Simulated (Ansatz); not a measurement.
Checking a run of Ansatz (a quantum-chemistry and plane-wave program) on LiF (Fm-3m, 2 atoms in the cell). The aim is a self-consistent single point with DFT, PBE, plane waves, PAW files.

Cell that was meant: a = 2.8230 Å, b = 2.8230 Å, c = 2.8230 Å, α = 60.00°, β = 60.00°, γ = 60.00°.

Part of the input:

Ansatz 0.2 input:
```yaml
    kind: paw
scf:
  occupations:
    method: fermi_dirac
    width: 0.1 Ry
output:
  forces: true
  eigenvalues: true
```

Output (repeated stretches shortened):

```
WARN ansatz: RAYON_NUM_THREADS=1 ignored (pool sized by the plan → 1); use --threads N
   [... lines left out ...]
Symmetry: 48 space group operations
Space group: Fm-3m (ITA 225), of the structure as read, at distance tolerance 2.5e-5 Å
k-points: 104 of 2744
Initial density: superposition of atomic densities (chi_scale 0.1, normalization cell, long waves kept (reshape's long-wave potential 0.00 eV rms))
Initial wavefunctions: pseudopotential atomic-orbital guess
Eigensolver: davidson
Functional: x = pbe(κ = 0.804, μ = 0.2195149727645171), c = pbe(β = 0.06672455060314922)
SCF iter   1: F=—  HF=-1016.144790 eV  |F-HF|=—  |Δ(HF+E_count)|=         —  Δρ=6.07e-2  dr2=3.15e-1  ethr=3.10e-3  ⟨swp⟩=5.1  Hψ=6478  notcnv=0
all-band conjugate gradients solve this SCF's bands
preconditioner: auto → none
SCF iter   2: F=—  HF=-1016.216328 eV  |F-HF|=—  |Δ(HF+E_count)|=   7.15e-2  Δρ=3.29e-2  dr2=8.36e-2  ethr=3.10e-3  ⟨swp⟩=1.0  Hψ=2080  notcnv=0
   [... lines left out ...]
SCF iter   5: F=—  HF=-1016.246230 eV  |F-HF|=—  |Δ(HF+E_count)|=   1.54e-4  Δρ=8.07e-5  dr2=4.49e-7  ethr=1.40e-6  ⟨swp⟩=2.9  Hψ=2161  notcnv=0
SCF iter   6: F=—  HF=-1016.246187 eV  |F-HF|=—  |Δ(HF+E_count)|=   4.30e-5  Δρ=9.61e-6  dr2=5.89e-9  ethr=1.00e-9  ⟨swp⟩=6.0  Hψ=5819  notcnv=0
SCF iter   7: F=-1016.246187 eV  HF=-1016.246187 eV  |F-HF|=4.53e-10  |Δ(HF+E_count)|=   2.21e-9  Δρ=1.44e-6  dr2=9.73e-11  ethr=5.89e-11  ⟨swp⟩=1.1  Hψ=3691  notcnv=0
SCF 1 converged in 7 iterations: F = -1016.246187 eV  dr2 = 9.73e-11
Free energy (F): -1016.246187 eV
Internal energy: -1015.796787 eV  (E = F + TS)
E sigma→0 (E₀):  -1016.021487 eV
Entropy (-TS):   -0.449400 eV (-224.700 meV/atom)
Fermi energy:    7.336099 eV
--- Forces (eV/Å), atoms counted from 1 ---
  atom   1  Li    -0.00000000    -0.00000000    -0.00000000
  atom   2  F      0.00000000    -0.00000000     0.00000000
--- Stress (GPa, compression-positive) ---
        6.916141       0.000000       0.000000
       -0.000000       6.916141      -0.000000
       -0.000000       0.000000       6.916141
  P = ⅓ Tr σ = 6.9161 GPa (69.161 kbar)
  The stress holds the Pulay correction. Without it, at fixed plane waves, as pw.x and ABINIT print it: P = 6.5166 GPa
```

Task: Is this run sound? If not, what is wrong?

Result: The run is not sound. The fault is a smearing width that is far too large. A width of many tenths of an electronvolt moves electrons far across the Fermi level or the gap, and the free energy and its derivatives carry a large smearing term. To fix it, use a width small against the gap or band features. The run converged in 7 iterations without an error; against the sound input the free energy falls by 40.6 meV/atom, the pressure goes from 4.19 to 6.92 GPa and the gap on the mesh goes from 9.334 to 9.366 eV.

The sound input it was made from differs as follows (other fixes are possible):
```diff
-    method: fermi_dirac
-    width: 0.1 Ry
+    method: fixed
```

With that input, the run converged in 7 iterations: free energy E − TS (on the zero of these files) -1016.1649 eV; top of the valence band (on the code's own zero) 1.18 eV; gap on the k-point mesh 9.33 eV; pressure 4.19 GPa (DFT, PBE, plane waves, PAW files).

On the sound input: the starting cell comes from a database of computed structures (which also holds hypothetical and non-ambient phases and stackings), without a prior relaxation at this level. Its lattice was rescaled by a random factor within 2.5 % of one. With a pressure of about 4 GPa the cell is away from its equilibrium volume at this level. Ansatz's pressure includes its estimate of the finite-basis (Pulay) stress.
